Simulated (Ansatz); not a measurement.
The starting structures come from a database of crystals and need not be the phases stable at ambient conditions.

Tunnelling through a barrier is set by its complex band structure: the current falls as exp(−2κd) with the smallest κ.

```
SnSe2
1.0
    3.83997     0.00000     0.00000
   -1.91998     3.32551     0.00000
    0.00000     0.00000     6.00796
Sn Se
1 2
Direct
  0.00000   0.00000   0.00000
  0.66667   0.33333   0.73474
  0.33333   0.66667   0.26526
```

The cell was relaxed by PBE-D3(BJ).

Transport runs along the normal of the first two printed cell vectors, the (001) plane of the conventional cell.

The gap is the functional's own. No spin-orbit coupling. Mid-gap values are those at the computed energy nearest the middle.

Question: Give the band gap and the smallest decay constant κ at mid-gap that r2SCAN (Ansatz, a first-principles code) yields.

Answer: Gap 0.62 eV on a 12×12×6 mesh; κ = 0.087 1/Å, at the zone centre.
